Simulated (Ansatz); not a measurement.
Consider Na vacancy in bcc Na, neutral cell. Calculation: PBE, PAW (plane waves to 420 eV; Ansatz, a first-principles code).

36-site cell at the relaxed PBE lattice, a 2×2×3 k-point mesh shifted by half a step, smearing 0.10 eV, spin-restricted, no finite-size correction. No zero-point or tunnelling terms. Forms of the defect that were not tried may lie lower.

Barriers: single points on a 3×3×4 k-point mesh shifted by half a step at the bands' geometries.

Relaxed starting cell (atoms counted from 1):

```xyz
35
Lattice="12.6000 0.0000 0.0000 0.0000 12.6000 0.0000 0.0000 0.0000 8.4000" Properties=species:S:1:pos:R:3 pbc="T T T"
Na    -0.0029     0.0020     4.2039
Na    -0.0013     4.3690     0.0057
Na    -0.0015     4.0964     4.2038
Na     0.0028     8.2387     0.0041
Na     0.0024     8.5105     4.2051
Na     4.3630     0.0039     0.0081
Na     4.0947     0.0041     4.2012
Na     4.2153     4.2193     0.0031
Na     4.0710     4.0730     4.2033
Na     4.2135     8.3861     0.0059
Na     4.0698     8.5322     4.2027
Na     8.2339     0.0025     0.0050
Na     8.5050     0.0029     4.2043
Na     8.3831     4.2203     0.0055
Na     8.5265     4.0737     4.2033
Na     8.3823     8.3836     0.0032
Na     8.5278     8.5302     4.2044
Na     1.9722     1.9756     1.9129
Na     1.9762     1.9761     6.4906
Na     2.1169     6.3039     2.1558
Na     2.1209     6.3023     6.2502
Na     1.9705    10.6301     1.9157
Na     1.9725    10.6330     6.4899
Na     6.3049     2.1213     2.1541
Na     6.3004     2.1212     6.2517
Na     6.3040     6.3035     2.2352
Na     6.3007     6.3034     6.1715
Na     6.3018    10.4824     2.1568
Na     6.2986    10.4839     6.2502
Na    10.6263     1.9757     1.9151
Na    10.6286     1.9735     6.4928
Na    10.4832     6.3019     2.1518
Na    10.4831     6.3026     6.2531
Na    10.6271    10.6290     1.9148
Na    10.6292    10.6309     6.4927
```

End state 1 differs by these moves (Å; atoms that move under 0.08 Å are left out):

```csv
atom,element,Δx,Δy,Δz
1,Na,0.13,0.13,0.14
2,Na,0.13,-0.29,-0.24
3,Na,0.13,-0.02,0.14
4,Na,-0.02,0.16,0.00
5,Na,-0.02,-0.11,-0.10
6,Na,-0.29,0.13,-0.24
7,Na,-0.02,0.13,0.14
8,Na,-0.14,-0.14,-0.24
9,Na,0.01,0.00,0.14
11,Na,0.15,-0.13,-0.10
12,Na,0.17,-0.02,0.00
13,Na,-0.11,-0.02,-0.10
15,Na,-0.13,0.15,-0.10
16,Na,0.02,0.02,0.08
17,Na,-0.13,-0.13,-0.18
18,Na,0.12,0.13,0.14
19,Na,-1.85,-1.85,1.68
20,Na,-0.02,-0.11,-0.10
21,Na,-0.02,0.17,0.01
22,Na,0.13,-0.02,0.14
23,Na,0.13,-0.30,-0.23
24,Na,-0.11,-0.02,-0.10
25,Na,0.16,-0.02,0.01
26,Na,-0.13,-0.13,-0.18
27,Na,0.01,0.01,0.08
28,Na,-0.13,0.15,-0.10
30,Na,-0.02,0.13,0.14
31,Na,-0.29,0.13,-0.24
32,Na,0.14,-0.13,-0.10
34,Na,0.00,0.00,0.14
35,Na,-0.15,-0.15,-0.24
```

What is the computed forward and backward barriers to end state 1 (PBE, PAW)?

forward 0.069 eV, backward 0.069 eV; at the saddle point atom 19 has neighbours 2 Na at 3.50, 3 Na at 3.57, Na at 3.58 Å. The saddle point's order was not checked, and it lies on a symmetry element of the cell, where a band can be held.
